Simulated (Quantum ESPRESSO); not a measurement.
Quantum ESPRESSO run on S (P2/c, 32 atoms in the cell): self-consistent single point.

Method: PBEsol, PseudoDojo standard norm-conserving (PBESOL) pseudopotentials (plane waves; Quantum ESPRESSO 7.5).

```
CELL_PARAMETERS angstrom
      8.31461     0.00000     0.00000
      0.00000    13.19863     0.00000
     -5.13013     0.00000     7.86406
ATOMIC_POSITIONS crystal
  S  0.64559 0.64862 0.32038
  S  0.35441 0.35138 0.67962
  S  0.35441 0.64862 0.17962
  S  0.64559 0.35138 0.82038
  S  0.80587 0.41878 0.33682
  S  0.19413 0.58122 0.66318
  S  0.19413 0.41878 0.16318
  S  0.80587 0.58122 0.83682
  S  0.74032 0.55282 0.21367
  S  0.25968 0.44718 0.78633
  S  0.25968 0.55282 0.28633
  S  0.74032 0.44718 0.71367
  S  0.58268 0.32224 0.20184
  S  0.41732 0.67776 0.79816
  S  0.41732 0.32224 0.29816
  S  0.58268 0.67776 0.70184
  S  0.08007 0.20250 0.87862
  S  0.91993 0.79750 0.12138
  S  0.91993 0.20250 0.62138
  S  0.08007 0.79750 0.37862
  S  0.24075 0.97205 0.01955
  S  0.75925 0.02795 0.98045
  S  0.75925 0.97205 0.48045
  S  0.24075 0.02795 0.51955
  S  0.30427 0.10685 0.95993
  S  0.69573 0.89315 0.04007
  S  0.69573 0.10685 0.54007
  S  0.30427 0.89315 0.45993
  S  0.14543 0.87679 0.82037
  S  0.85457 0.12321 0.17963
  S  0.85457 0.87679 0.67963
  S  0.14543 0.12321 0.32037
```

Reference input (self-consistent single point, DFT, PBEsol, plane waves, GBRV 1.5 ultrasoft (PBESOL) pseudopotentials): ecutwfc = 40 Ry; ecutrho = 200 Ry; occupations = smearing; smearing = gaussian; degauss = 0.0036749 Ry; potentials = {S: s_pbesol_v1.4.uspp.F.UPF}; K_POINTS = automatic 2 1 2 0 0 0; conv_thr = 1e-11 Ry. This run's input differs from it in these lines:

```diff
@@ -11,4 +11,3 @@
     ntyp = 1,
-    ecutwfc = 40,
-    ecutrho = 200,
+    ecutwfc = 55,
     occupations = 'smearing',
@@ -21,3 +20,3 @@
 ATOMIC_SPECIES
-S     32.0600  s_pbesol_v1.4.uspp.F.UPF
+S     32.0600  S.upf
 CELL_PARAMETERS angstrom
```

Log, with long lists cut:

```
     Self-consistent Calculation

     iteration #  1     ecut=    55.00 Ry     beta= 0.70

     Threshold (ethr) on eigenvalues was too large:
     Diagonalizing with lowered threshold

     total energy              =    -705.00164175 Ry
     estimated scf accuracy    <       0.41377367 Ry

     iteration #  2     ecut=    55.00 Ry     beta= 0.70

     total energy              =    -705.02556740 Ry
     estimated scf accuracy    <       0.01926521 Ry

     iteration #  3     ecut=    55.00 Ry     beta= 0.70
     c_bands:  1 eigenvalues not converged

     total energy              =    -705.03144302 Ry
     estimated scf accuracy    <       0.00257780 Ry

   [... 9 blocks of this kind left out ...]

     iteration # 13     ecut=    55.00 Ry     beta= 0.70

     total energy              =    -705.03260483 Ry
     estimated scf accuracy    <          9.6E-11 Ry

     iteration # 14     ecut=    55.00 Ry     beta= 0.70
     End of self-consistent calculation

     the Fermi energy is     4.3030 ev

!    total energy              =    -705.03260483 Ry
     estimated scf accuracy    <          2.5E-12 Ry
     smearing contrib. (-TS)   =      -0.00000000 Ry
     internal energy E=F+TS    =    -705.03260483 Ry

     convergence has been achieved in  14 iterations

     Forces acting on atoms (cartesian axes, Ry/au):

     atom    1 type  1   force =     0.00399413    0.01619433    0.02173929
     atom    2 type  1   force =    -0.00399413   -0.01619433   -0.02173929
     atom    3 type  1   force =    -0.00399413    0.01619433   -0.02173929
     atom    4 type  1   force =     0.00399413   -0.01619433    0.02173929
     atom    5 type  1   force =     0.01307103   -0.00665399    0.02305635
   [... 23 lines left out ...]
   [... lines left out ...]

     Total force =     0.156083     Total SCF correction =     0.000004

          total   stress  (Ry/bohr**3)                   (kbar)     P=       25.07
   0.00016542   0.00000000   0.00002320           24.33        0.00        3.41
   0.00000000   0.00020297   0.00000000            0.00       29.86        0.00
   0.00002320   0.00000000   0.00014280            3.41        0.00       21.01

   JOB DONE.
```

The run converged in 14 iterations. Against the reference run the pressure hardly changes (2.55 to 2.51 GPa), the largest force goes from 0.744 to 0.730 eV/Å and the gap on the mesh goes from 2.341 to 2.330 eV.

The starting cell comes from a database of computed structures (which also holds hypothetical and non-ambient phases and stackings), without a prior relaxation at this level. Its lattice was rescaled by a random factor within 2.5 % of one.

Cost on one core of a shared machine: roughly 20 min.
